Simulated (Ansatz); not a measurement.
The starting structures come from a database of crystals and need not be the phases stable at ambient conditions.

Evanescent states of Ba2LaSbO6 (R-3, not sure to be the ambient phase, 10 atoms a cell, 16.2 Å³ an atom, -2 GPa at this level) along the normal of (110)

The numbers are results of PBEsol (plane waves, PAW; Ansatz, a program for electronic structure), not measurements.

The gap is the functional's own. No spin-orbit coupling. Mid-gap values are interpolated on the energy grid.

Energies count from the valence-band top; κ is the least over a 6×4 mesh across the current.

| E (eV) | κ (1/Å) | where |
|---|---|---|
| 0.10 | 0.257 | off Γ |
| 0.30 | 0.300 | Γ |
| 0.50 | 0.316 | Γ |
| 0.70 | 0.328 | Γ |
| 0.90 | 0.337 | Γ |
| 1.10 | [?] | Γ |
| 1.30 | [?] | Γ |
| 1.50 | [?] | Γ |
| 1.70 | [?] | Γ |
| 1.90 | [?] | Γ |
| 2.10 | [?] | Γ |
| 2.30 | [?] | Γ |
| 2.50 | [?] | Γ |
| 2.70 | [?] | Γ |
| 2.90 | [?] | Γ |
| 3.10 | [?] | Γ |
| 3.30 | 0.264 | Γ |
| 3.50 | 0.237 | Γ |
| 3.70 | 0.203 | Γ |
| 3.90 | 0.152 | Γ |
| 4.10 | 0.039 | Γ |

Question: What belongs in the gaps?

Answer: 
- 1.10, κ (1/Å): 0.343
- 1.30, κ (1/Å): 0.347
- 1.50, κ (1/Å): 0.348
- 1.70, κ (1/Å): 0.348
- 1.90, κ (1/Å): 0.345
- 2.10, κ (1/Å): 0.340
- 2.30, κ (1/Å): 0.334
- 2.50, κ (1/Å): 0.325
- 2.70, κ (1/Å): 0.315
- 2.90, κ (1/Å): 0.301
- 3.10, κ (1/Å): 0.284
